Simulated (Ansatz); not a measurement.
Habitual settings against a tight run: SbRh (Pnma, 8 atoms in the cell)

Self-consistent single point.

```
SbRh
1.0
    5.97794     0.00000     0.00000
    0.00000     3.86628     0.00000
    0.00000     0.00000     6.36985
Sb Rh
4 4
Direct
  0.80214   0.75000   0.59060
  0.19786   0.25000   0.40940
  0.69786   0.25000   0.09060
  0.30214   0.75000   0.90940
  0.99539   0.75000   0.19588
  0.00461   0.25000   0.80412
  0.50461   0.25000   0.69588
  0.49539   0.75000   0.30412
```

Method of the run: r2SCAN, default PAW files made with PBE (plane waves; Ansatz, a quantum-chemistry and plane-wave program).

Base settings: basis.ecutwfc = 36.7 Ry; kpoints.mp_grid.grid = 3 5 3; hamiltonian.xc = r2scan; hamiltonian.pseudopotentials = {kind: paw} (the program's default PAW files); scf.occupations.method = gaussian; scf.occupations.width = 0.0073 Ry.

Tight run (finer mesh or higher cutoff; not a proven limit): basis.ecutwfc: 36.7 Ry → 51.4 Ry; kpoints.mp_grid.grid: 3 5 3 → 5 7 5; scf.convergence.dr2_threshold: default (1e-07 eV) → 1e-09 eV. It gave Fermi level (on the code's own zero) 17.26 eV; pressure 1.98 GPa; largest force (vector length) 0.037 eV/Å.

Quick runs, as changes from the base:
- A: the base itself
- B: kpoints.mp_grid.grid: 3 5 3 → 4 4 4; scf.occupations.method: gaussian → fermi_dirac; scf.occupations.width: 0.0073 Ry → 0.0367 Ry; kpoints.mp_grid.shift: default → 0.5 0.5 0.5
- C: basis.ecutwfc: 36.7 Ry → 18.4 Ry; kpoints.mp_grid.grid: 3 5 3 → 4 4 4; kpoints.mp_grid.shift: default → 0.5 0.5 0.5; scf.convergence.dr2_threshold: default (1e-07 eV) → 0.0001 eV
- D: basis.ecutwfc: 36.7 Ry → 25.7 Ry; kpoints.mp_grid.grid: 3 5 3 → 4 4 4; scf.occupations.method: gaussian → methfessel_paxton; scf.occupations.width: 0.0073 Ry → 0.0147 Ry; scf.convergence.dr2_threshold: default (1e-07 eV) → 0.001 eV
- E: basis.ecutwfc: 36.7 Ry → 22 Ry; kpoints.mp_grid.grid: 3 5 3 → 3 3 3; kpoints.mp_grid.shift: default → 0.5 0.5 0.5; scf.convergence.dr2_threshold: default (1e-07 eV) → 0.0001 eV

Energies are extrapolated to zero smearing width, which holds to low order in the width alone.

The count of work is k-points × plane waves × bands × iterations; it is no time. 

Pressures in the table are Ansatz's without its Pulay estimate, at a fixed set of plane waves; the tight run's value above holds the estimate.

The starting cell comes from a database of computed structures (which also holds hypothetical and non-ambient phases and stackings), without a prior relaxation at this level. Its lattice was rescaled by a random factor within 2.5 % of one. Spin polarisation is off. The cutoff lies below the one recommended for these files. Without a gap this mesh is coarse (it stands for a supercell whose shortest vector is 18 Å).

| run | energy less tight (meV/atom) | pressure less tight (GPa) | largest miss in a force vector (eV/Å) | count of work / tight |
|---|---|---|---|---|
| A | 3.3 | 0.06 | 0.031 | 0.16 |
| B | 19.9 | 2.94 | 0.200 | 0.12 |
| C | 1406.3 | -86.39 | 0.248 | 0.028 |
| D | 22.6 | -1.05 | 0.028 | 0.11 |
| E | 162.6 | -12.25 | 0.150 | 0.038 |

Among the runs at the tight run's level, the energy misses run from 3.3 to 1406.3 meV/atom.

Left out of this page: 1 run of the series outside the window shown, repeating another row's setting, or not comparable.

Keys are those of Ansatz 0.2.
